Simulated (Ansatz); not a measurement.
The structure below was relaxed with PBE (Ansatz, a first-principles code; PAW; 420 eV plane waves; no spin-orbit coupling), earlier PAW set, at pressure −2 GPa.

Space group R3c, hexagonal axes (No. 161); a = b = 5.229 Å, c = 14.098 Å, α = β = 90.00°, γ = 120.00°

| atom | site | symmetry | x | y | z |
|---|---|---|---|---|---|
| Li | 6a | 3. | 0.0000 | 0.0000 | 0.2977 |
| Nb | 6a | 3. | 0.0000 | 0.0000 | 0.0164 |
| O | 18b | 1 | 0.0507 | 0.3411 | 0.0787 |

Task: Write out a cell with all atoms.

Result: 
```
LiNbO3
1.0
    5.22925     0.00000     0.00000
   -2.61462     4.52866     0.00000
    0.00000     0.00000    14.09836
Li Nb O
6 6 18
Cartesian
  0.00000   0.00000   4.19710
  2.61462   1.50955   1.84737
  2.61462   1.50955   8.89655
  0.00000   3.01911   6.54682
  0.00000   3.01911  13.59600
  0.00000   0.00000  11.24628
  0.00000   0.00000   0.23158
  0.00000   3.01911   2.58131
  2.61462   1.50955   4.93103
  0.00000   0.00000   7.28076
  0.00000   3.01911   9.63049
  2.61462   1.50955  11.98021
  1.59011   3.21366   1.10984
 -0.96354   4.29891   1.10984
 -0.62657   1.54475   1.10984
  3.24119   0.03520   3.45957
  3.57817   2.78936   3.45957
  1.02451   1.70411   3.45957
  1.59011   0.19455   5.80929
  4.26571   1.27980   5.80929
  1.98806   3.05431   5.80929
  0.62657   1.54475   8.15902
  0.96354   4.29891   8.15902
 -1.59011   3.21366   8.15902
  4.20474   1.70411  10.50875
  1.65108   2.78936  10.50875
  1.98806   0.03520  10.50875
  3.24119   3.05431  12.85847
  0.96354   1.27980  12.85847
  3.63914   0.19455  12.85847
```
This is the conventional cell.

Load acts through the strain it causes; cell and atoms are relaxed under it. Whether these cells are dynamically stable was not tested. The cell was made from LiNbO3 (space group R3c, No. 161) by this change: pressure −2 GPa.
